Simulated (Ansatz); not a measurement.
## HgS, pressure series

The reference is HgS in the zinc blende structure (space group F-43m, No. 216).

```
HgS
1.0
    0.00000     2.99579     2.99579
    2.99579     0.00000     2.99579
    2.99579     2.99579     0.00000
Hg S
1 1
Direct
  0.00000   0.00000   0.00000
  0.25000   0.25000   0.25000
```

Cell and atoms are relaxed at each pressure.

Method: plane-wave PAW DFT at the PBE level (Ansatz, a first-principles code, 420 eV), no SOC.

```json
[
 {"P (GPa)": "-2.00", "V (Å³/atom)": "28.106"},
 {"P (GPa)": "-1.00", "V (Å³/atom)": "27.455"},
 {"P (GPa)": "0.90", "V (Å³/atom)": "26.431"},
 {"P (GPa)": "2.09", "V (Å³/atom)": "25.887"},
 {"P (GPa)": "4.50", "V (Å³/atom)": "24.957"},
 {"P (GPa)": "9.00", "V (Å³/atom)": "23.611"},
 {"P (GPa)": "14.99", "V (Å³/atom)": "22.282"},
 {"P (GPa)": "22.49", "V (Å³/atom)": "21.042"},
 {"P (GPa)": "30.00", "V (Å³/atom)": "20.081"}
]
```

A third-order Birch–Murnaghan fit to these points gives V₀ = 26.89 Å³/atom, B₀ = 51 GPa and B₀′ = 4.8. At pressure 30 GPa the volume is 74.7 % of V₀.

A case with no gap was solved on a k-mesh chosen for an insulator, which is coarse for it. Load acts through the strain it causes; cell and atoms are relaxed under it. Stability against distortions was not tested. Tetrahedral semiconductors of this kind turn to denser phases somewhere between about 1 and 50 GPa; those were not computed, so compressed cells here can lie past the real transition. The final runs are not spin-polarised.
